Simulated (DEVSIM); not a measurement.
Device: Schottky contact on p-type Si, at 300 K.

Layer 1 from the left is Si, thickness (μm) 8.30, Na (cm⁻³) 5.1e15, τn (s) 1.4e-7, τp (s) 1.4e-7. Layer 2 from the left is Si, thickness (μm) 1.30, Na (cm⁻³) 1.6e18, τn (s) 1.4e-7, τp (s) 1.4e-7.

Left contact: Schottky, work function 4.764 eV, emission velocity 1e7 cm/s. Right contact: ohmic. Voltage is applied to the left contact. Recombination: SRH at mid-gap. Mobility is μmin + (μ − μmin)/(1 + (N/Nref)^α).

The device is made up for the run: typed textbook-type constants, with dimensions and the other settings drawn at random. Values at 300 K.

Si: gap (eV) 1.124, affinity (eV) 4.05, permittivity 11.7, Nc (cm⁻³) 2.86e19, Nv (cm⁻³) 3.1e19, μn (cm²/Vs) 1417, μp (cm²/Vs) 470, μn,min 52, μp,min 45, Nref,n 9.7e16, Nref,p 2.2e17, αn 0.68, αp 0.72.

DEVSIM, 1D drift-diffusion, Boltzmann statistics, complete ionisation; no tunnelling, impact ionisation, image-force lowering or self-heating. Metal contacts follow the ideal Schottky-Mott rule: no Fermi-level pinning, no interface dipoles.

Task: What does the simulation give for the dark forward voltage at 100 A/cm², the potential step across the device at zero bias?

Result: dark forward voltage at 100 A/cm² 0.333 V; potential step across the device at zero bias 0.333 V.
